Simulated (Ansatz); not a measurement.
## Fermi-surface data of Pt (Fm-3m)

Data:

```
Pt
1.0
    0.00000     1.98540     1.98540
    1.98540     0.00000     1.98540
    1.98540     1.98540     0.00000
Pt
1
Direct
  0.00000   0.00000   0.00000
```

The numbers are results of PBE, rigid bands (plane waves, PAW, scalar-relativistic; Ansatz, an electronic-structure program), not measurements. Condition of this run: functional PBE, cell relaxed with it. How the cell was made: cell and atoms relaxed with PBE.

```
Item                                                             Result
------------------------------------  ---------------------------------
density of states at the Fermi level  2.15 states/(eV·cell), both spins
bare Sommerfeld coefficient                    5.1 mJ/(mol of atoms·K²)
Drude plasma energy                                              8.5 eV
root-mean-square Fermi velocity                               4.5e5 m/s
resistivity times τ                                    6.8 ×10⁻²² Ω·m·s
resistivity times mean free path                        3.6 ×10⁻¹⁶ Ω·m²
```

A metal at this level (no band gap); rigid bands, thermally averaged at 300 K, both spins. Spin-orbit coupling is left out, which matters with elements this heavy. τ is one relaxation time for all states; the product of resistivity and mean free path takes one path for all states instead.
